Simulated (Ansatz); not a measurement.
# B2O3 (model structure, started from the Al2S3 type, Cc, No. 9, 10 atoms in the cell)

Method: LDA (Ansatz, a program for electronic structure, plane waves, PAW).

Run with plane-wave cutoff 520 eV, 10×10×8 k mesh (along the axes of the cell as run), Fermi–Dirac smearing 0.01 eV, scalar-relativistic PAW data made under PBE.

Cell (relaxed at this level):

```cif
data_B4O6
_chemical_formula_sum 'B4 O6'
_space_group_name_H-M_alt 'P 1'
_space_group_IT_number 1
_cell_length_a 4.50493
_cell_length_b 4.50493
_cell_length_c 4.72345
_cell_angle_alpha 117.251
_cell_angle_beta 117.251
_cell_angle_gamma 59.283
loop_
_space_group_symop_operation_xyz
  'x, y, z'
loop_
_atom_site_label
_atom_site_type_symbol
_atom_site_fract_x
_atom_site_fract_y
_atom_site_fract_z
_atom_site_occupancy
B1 B 0.98669 0.17958 0.50722 1
B2 B 0.17958 0.98669 0.00722 1
B3 B 0.68511 0.80444 0.49702 1
B4 B 0.80444 0.68511 0.99702 1
O1 O 0.05883 0.29724 0.88189 1
O2 O 0.29724 0.05883 0.38189 1
O3 O 0.84982 0.89706 0.86233 1
O4 O 0.89706 0.84982 0.36233 1
O5 O 0.45401 0.70419 0.87658 1
O6 O 0.70419 0.45401 0.37658 1
```

| Quantity | Result |
|---|---|
| band gap | 7.84 eV (on the SCF k mesh) |

Note: the relaxation could raise the start's symmetry but not lower it, so the cell can be a saddle point.

The computed numbers hold no vibrational or temperature effects.

It cost roughly 8 core-minutes of CPU time.

A model structure was made by putting elements into a prototype or built by hand; it is no filed structure, need not be a known phase, and can be a saddle point held by its symmetry.
